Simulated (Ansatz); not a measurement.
An Ansatz (a first-principles code) run: SiO2 with a change (pressure 30 GPa); Ansatz PBEsol, no spin-orbit coupling, earlier PAW set.

Input:

Ansatz 0.2 input:
```yaml
crystal:
  lattice:
    - [4.4302600785, 0, 0]
    - [-2.2151300392, 3.8367177733, 0]
    - [0, 0, 5.1554303437]
  atoms:
    - { symbol: Si, position: [0.4346995237, 0, 0.8333333333] }
    - { symbol: Si, position: [0, 0.4346995237, 0.1666666667] }
    - { symbol: Si, position: [0.5653004763, 0.5653004763, 0.5] }
    - { symbol: O, position: [0.3803364962, 0.3177281595, 0.7482246347] }
    - { symbol: O, position: [0.6822718405, 0.0626083366, 0.0815579681] }
    - { symbol: O, position: [0.9373916634, 0.6196635038, 0.4148913014] }
    - { symbol: O, position: [0.0626083366, 0.6822718405, 0.9184420319] }
    - { symbol: O, position: [0.3177281595, 0.3803364962, 0.2517753653] }
    - { symbol: O, position: [0.6196635038, 0.9373916634, 0.5851086986] }
basis: { ecutwfc: 420, ecutrho_ratio: 4, xc_grid: 2, fft_grid_basis: typed }
kpoints: { mp_grid: { grid: [8, 8, 6] } }
hamiltonian:
  xc: pbesol
  dispersion: none
  pseudopotentials: { azcp: { folder: ./paw }, kind: paw }
scf: { occupations: { method: fermi_dirac, width: 0.05 } }
relax: { f_tol: 0.01, max_steps: 60, cell: { stress_tol: 0.02, p_target: 30.0 } }
output: { forces: true, stress: true }
checkpoint: { write: state.ck, write_every: 1000 }
```

Output (explanatory and most iteration lines left out):

```
Relaxation: its limit of steps is 60 (relax.max_steps)
Pseudopotential: Si, paw, valence charge 4
Pseudopotential: O, paw, valence charge 6
Crystal: 9 atoms, lattice volume = 87.630 Å³
Basis set: ecut = 420 eV, 1739 PW (Γ), exchange–correlation on 60×60×72 points (8 copies of the dense FFT grid, shifted against one another)
Bands: 33, of which v1, the nominal top of the filled ones, is band 24 counted from 1 (23 counted from 0)
Symmetry: 6 space group operations
Space group: P3121 (ITA 152), of the structure as read, at distance tolerance 4.4e-5 Å
k-points: 50 of 384 (time reversal used)
Functional: x = pbesol(κ = 0.804, μ = 0.12345679012345678), c = pbesol(β = 0.046)
SCF iter   1: F=—  HF=-5242.785285 eV  |F-HF|=—  |Δ(HF+E_count)|=         —  Δρ=1.39e-1  dr2=1.44e1  ethr=3.10e-3  ⟨swp⟩=6.3  Hψ=8304  notcnv=0  defer=1
SCF iter   2: F=—  HF=-5238.813956 eV  |F-HF|=—  |Δ(HF+E_count)|=    3.97e0  Δρ=4.72e-2  dr2=9.08e-1  ethr=3.10e-3  ⟨swp⟩=3.0  Hψ=3832  notcnv=0  defer=159
SCF 1 converged in 8 iterations: F = -5238.682636 eV  dr2 = 2.93e-9
relax step   1: F+E_penalty+E_count = -5238.68263640 eV  Δ(F+E_penalty+E_count) = +0.000e0 eV  max|allowed force component| = 5.275e-4 eV/Å  Δτ_max = 0.0000 Å  P = +17.997 GPa  Ω = 87.630 Å³  (8 SCF iters, dr2 threshold 1.00e-7 eV, accepted)
[... steps on the carried basis left out ...]
relax step  10: F+E_penalty+E_count = -5237.50071327 eV  Δ(F+E_penalty+E_count) = +7.178e-4 eV  max|allowed force component| = 7.963e-4 eV/Å  Δτ_max = 0.0000 Å  P = +29.983 GPa  Ω = 79.597 Å³  stress off target by 1.73e-2 GPa  SCF on the basis re-selected at this cell (its energy is not comparable with the rows above)  (5 SCF iters)
SCF converged after 5 iterations
Free energy (F): -5237.500713 eV
Internal energy: -5237.500713 eV  (E = F + TS)
E sigma→0 (E₀):  -5237.500713 eV
Fermi energy:    10.308003 eV
--- Forces (eV/Å), atoms counted from 1 ---
  atom   1  Si     0.00060679    -0.00000000     0.00000000
  atom   2  Si    -0.00030340     0.00052550     0.00000000
  atom   3  Si    -0.00030340    -0.00052550     0.00000000
  atom   4  O     -0.00022328     0.00079056    -0.00013280
  atom   5  O     -0.00057301    -0.00058865    -0.00013280
  atom   6  O      0.00079629    -0.00020191    -0.00013280
  atom   7  O     -0.00022328    -0.00079056     0.00013280
  atom   8  O      0.00079629     0.00020191     0.00013280
  atom   9  O     -0.00057301     0.00058865     0.00013280
--- Stress (GPa, compression-positive) ---
       29.982972       0.000000       0.000000
        0.000000      29.982972       0.000000
        0.000000       0.000000      29.982711
  P = ⅓ Tr σ = 29.9829 GPa (299.829 kbar)
--- Relaxed structure (8 steps of the walk, 7 accepted, 2 SCFs on fresh bases) ---
  cell:  # Å, volume = 79.5966 Å³
    - [4.253811879084353, -2.7717613697815417e-11, -7.750669419893788e-18]
    - [-2.126905939518172, 3.6839091502209267, -3.0814879110195774e-33]
    - [-9.019343244801928e-18, -5.207320250221668e-18, 5.079340365369891]
  atoms:
    - { symbol: Si, position: [0.424374229626492, -1.7304990442362168e-19, 0.8333333333333334] }
    - { symbol: Si, position: [-2.728439857352879e-17, 0.424374229626492, 0.16666666666666666] }
    - { symbol: Si, position: [0.5756257703735079, 0.5756257703735079, 0.49999999999999994] }
    - { symbol: O, position: [0.3631623625487189, 0.32789288637867603, 0.7512664929308082] }
    - { symbol: O, position: [0.672107113621324, 0.03526947617004298, 0.08459982626414142] }
    - { symbol: O, position: [0.9647305238299567, 0.6368376374512807, 0.4179331595974748] }
    - { symbol: O, position: [0.03526947617004289, 0.672107113621324, 0.9154001737358587] }
    - { symbol: O, position: [0.32789288637867586, 0.36316236254871886, 0.24873350706919192] }
    - { symbol: O, position: [0.636837637451281, 0.9647305238299569, 0.5820668404025251] }
```

Load acts through the strain it causes; cell and atoms are relaxed under it. No phonon test of stability was made. No other phases were tried under pressure. The cell was made from SiO$_{2}$ (space group P3_121, No. 152) by this change: pressure 30 GPa.
